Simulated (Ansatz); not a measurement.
Abridged Ansatz (an electronic-structure program) output:

```
Relaxation: its limit of steps is 50 (relax.max_steps)
Pseudopotential: Ti, paw, valence charge 12
Pseudopotential: S, paw, valence charge 6
Crystal: 3 atoms, lattice volume = 56.489 Å³
Basis set: ecut = 420 eV, 1099 PW (Γ), exchange–correlation on 48×48×80 points (8 copies of the dense FFT grid, shifted against one another)
Bands: 16, of which v1, the nominal top of the filled ones, is band 12 counted from 1 (11 counted from 0)
Symmetry: 12 space group operations
k-points: 429 of 4400
Functional: x = pbesol(κ = 0.804, μ = 0.12345679012345678), c = pbesol(β = 0.046)
SCF iter   1: F=—  HF=-4248.620314 eV  |F-HF|=—  |Δ(HF+E_count)|=         —  Δρ=4.57e-3  dr2=1.37e-2  ethr=1.77e-3  ⟨swp⟩=5.0  Hψ=35442  notcnv=0
SCF iter   2: F=—  HF=-4248.617533 eV  |F-HF|=—  |Δ(HF+E_count)|=   2.78e-3  Δρ=2.55e-3  dr2=4.87e-3  ethr=5.69e-5  ⟨swp⟩=1.0  Hψ=10321  notcnv=0
SCF 1 converged in 9 iterations: F = -4248.616593 eV  dr2 = 1.14e-11
relax step   1: F+E_penalty+E_count = -4248.61659298 eV  Δ(F+E_penalty+E_count) = +0.000e0 eV  max|allowed force component| = 1.165e0 eV/Å  Δτ_max = 0.0000 Å  (9 SCF iters, accepted)
Crystal: 3 atoms, lattice volume = 56.489 Å³
SCF iter   1: F=—  HF=-4248.725114 eV  |F-HF|=—  |Δ(HF+E_count)|=         —  Δρ=5.21e-3  dr2=1.44e-2  ethr=5.29e-5  ⟨swp⟩=1.3  Hψ=33507  notcnv=0
SCF iter   2: F=—  HF=-4248.723000 eV  |F-HF|=—  |Δ(HF+E_count)|=   2.11e-3  Δρ=3.18e-3  dr2=6.17e-3  ethr=5.29e-5  ⟨swp⟩=1.0  Hψ=6864  notcnv=0
SCF 2 converged in 9 iterations: F = -4248.721576 eV  dr2 = 3.09e-11
relax step   2: F+E_penalty+E_count = -4248.72157648 eV  Δ(F+E_penalty+E_count) = -1.050e-1 eV  max|allowed force component| = 4.339e-1 eV/Å  Δτ_max = 0.1355 Å  (9 SCF iters, accepted)
Crystal: 3 atoms, lattice volume = 56.489 Å³
SCF iter   1: F=—  HF=-4248.736762 eV  |F-HF|=—  |Δ(HF+E_count)|=         —  Δρ=1.42e-3  dr2=1.33e-3  ethr=3.62e-5  ⟨swp⟩=4.1  Hψ=24419  notcnv=0
SCF iter   2: F=—  HF=-4248.736614 eV  |F-HF|=—  |Δ(HF+E_count)|=   1.48e-4  Δρ=8.33e-4  dr2=4.89e-4  ethr=5.52e-6  ⟨swp⟩=1.0  Hψ=10296  notcnv=0
SCF 3 converged in 8 iterations: F = -4248.736508 eV  dr2 = 4.38e-11
relax step   3: F+E_penalty+E_count = -4248.73650790 eV  Δ(F+E_penalty+E_count) = -1.493e-2 eV  max|allowed force component| = 1.746e-2 eV/Å  Δτ_max = 0.0333 Å  (8 SCF iters, accepted)
Crystal: 3 atoms, lattice volume = 56.489 Å³
SCF iter   1: F=—  HF=-4248.736545 eV  |F-HF|=—  |Δ(HF+E_count)|=         —  Δρ=5.81e-5  dr2=2.03e-6  ethr=1.02e-7  ⟨swp⟩=2.4  Hψ=18775  notcnv=0
SCF iter   2: F=—  HF=-4248.736533 eV  |F-HF|=—  |Δ(HF+E_count)|=   1.22e-5  Δρ=3.53e-5  dr2=8.48e-7  ethr=8.45e-9  ⟨swp⟩=1.0  Hψ=10296  notcnv=0
SCF 4 converged in 6 iterations: F = -4248.736533 eV  dr2 = 2.16e-11
relax step   4: F+E_penalty+E_count = -4248.73653270 eV  Δ(F+E_penalty+E_count) = -2.480e-5 eV  max|allowed force component| = 1.517e-4 eV/Å  Δτ_max = 0.0014 Å  (6 SCF iters, accepted)
SCF converged after 6 iterations
Free energy (F): -4248.736533 eV
Internal energy: -4248.718111 eV  (E = F + TS)
E sigma→0 (E₀):  -4248.727322 eV
Entropy (-TS):   -0.018422 eV (-6.141 meV/atom)
Fermi energy:    7.928133 eV
  E_disp       = -1.010999  (pairwise vdW)
--- Forces (eV/Å), atoms counted from 1 ---
  atom   1  Ti     0.00000000     0.00000000     0.00000000
  atom   2  S      0.00000000    -0.00000000    -0.00015172
  atom   3  S      0.00000000     0.00000000     0.00015172
--- Stress (GPa, compression-positive) ---
       -6.574827      -0.000000      -0.000000
       -0.000000      -6.574827      -0.000000
       -0.000000      -0.000000      -2.999943
  P = ⅓ Tr σ = -5.3832 GPa (-53.832 kbar)
--- Relaxed structure (4 steps of the walk, 4 accepted, 0 SCFs on fresh bases) ---
  atoms:
    - { symbol: Ti, position: [1.1867659102659342e-33, -1.3885321007462255e-34, 0.0] }
    - { symbol: S, position: [0.3333333333333333, 0.6666666666666667, 0.25088610202953654] }
    - { symbol: S, position: [0.6666666666666666, 0.33333333333333337, 0.7491138979704637] }
```

Question: What was computed, and what are the main results?

Answer: TiS2, 3 atoms in the cell, with PBEsol-D3(BJ) (Ansatz, PAW, no spin-orbit coupling). The last SCF converged to F = -4248.736533 eV, or -1416.2455 eV per atom, at a pressure of -5.38 GPa. The total energy compares only with runs of the same code, potentials and settings.

The cells carry an imposed strain or load. No phonon test of stability was made. All final runs are without spin polarisation. The cell was made from TiS2 in the CdI2 type structure (space group P-3m1, No. 164; layered, stacked along the Cartesian z axis) by this change: isotropic strain +3.98 %.

Keys are those of Ansatz 0.2.
